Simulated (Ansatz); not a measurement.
SrC2 (C2/c, No. 15) was calculated with r²SCAN (Ansatz, a quantum-chemistry and plane-wave program, plane waves, PAW).

Settings: plane-wave cutoff 500 eV, 10×10×6 k mesh (along the axes of the cell as run), Fermi–Dirac smearing 0.05 eV, scalar-relativistic PAW data made under PBE.

Computed at the level's own relaxed cell.

Task: Estimate the equilibrium volume per atom and band gap that the calculation returns.

Result: 
- equilibrium volume per atom = 19.26 Å³/atom
- band gap = 2.53 eV (on the SCF k mesh)

Note: the relaxation could not lower the start's symmetry, so the cell can be a saddle point above a distorted one.

Spin–orbit coupling is not included.

Static lattice: no zero-point or thermal effects.
